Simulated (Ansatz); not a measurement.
The reference is CuI in the zinc blende structure (space group F-43m, No. 216; a = 5.862 Å). Axes: x, y, z lie along the cube axes.

Level of theory: LDA (Ansatz, a first-principles code, PAW, without spin-orbit coupling).

The change: uniaxial strain ε_zz = +1.50 %, all other strain components held at zero, atoms relaxed at fixed cell.

Q: Predict the stress tensor and what it implies for the stiffness.

A: Stress of the strained cell less that of the base (GPa, compression positive):
```
  -0.71    0.00    0.00
   0.00   -0.71    0.00
   0.00    0.00   -1.04
```

Then −Δσ_ii/ε with ε = 0.0150 gives secant stiffness values (nonlinear terms included at this strain): C33 ≈ 69 GPa, C13 ≈ 47 GPa and C23 ≈ 47 GPa.

No phonon test of stability was made. All final runs are without spin polarisation.
